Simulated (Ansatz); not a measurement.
The starting structures come from a database of crystals and need not be the phases stable at ambient conditions.

 Where the default PAW files enter, the runs use the earlier of Ansatz's two default sets.

Tunnelling through a barrier is set by its complex band structure: the current falls as exp(−2κd) with the smallest κ.

Here is the system:

```yaml
crystal:
  lattice:
    - [4.95382, 0.00000, 0.00000]
    - [0.00000, 8.83646, 0.00000]
    - [0.72015, 4.41823, 3.27251]
  atoms:
    - { symbol: In, position: [0.00000, 0.69298, 0.00000] }
    - { symbol: In, position: [0.00000, 0.30702, 0.00000] }
    - { symbol: Ge, position: [0.40716, 0.23410, 0.53180] }
    - { symbol: Ge, position: [0.59284, 0.76590, 0.46820] }
    - { symbol: O, position: [0.78833, 0.59464, 0.47960] }
    - { symbol: O, position: [0.21167, 0.40536, 0.52040] }
    - { symbol: O, position: [0.21167, 0.07424, 0.52040] }
    - { symbol: O, position: [0.78833, 0.92576, 0.47960] }
    - { symbol: O, position: [0.50000, 0.00000, 0.00000] }
    - { symbol: O, position: [0.27347, 0.59027, 0.81946] }
    - { symbol: O, position: [0.72653, 0.40973, 0.18054] }
```

Space group of this cell: C2/m. The cell is taken as given; by r2SCAN its mean pressure is -0.8 GPa.

Transport runs along the normal of the first two printed cell vectors.

The gap is the functional's own, uncorrected, and κ follows it; spin-orbit coupling is left out. Mid-gap values are interpolated between the computed energies.

Task: State the band gap and the smallest decay constant κ at mid-gap according to r2SCAN (Ansatz, an electronic-structure program).

Result: Gap 2.71 eV on a 6×10×10 mesh; κ = 0.227 1/Å, at the zone centre.
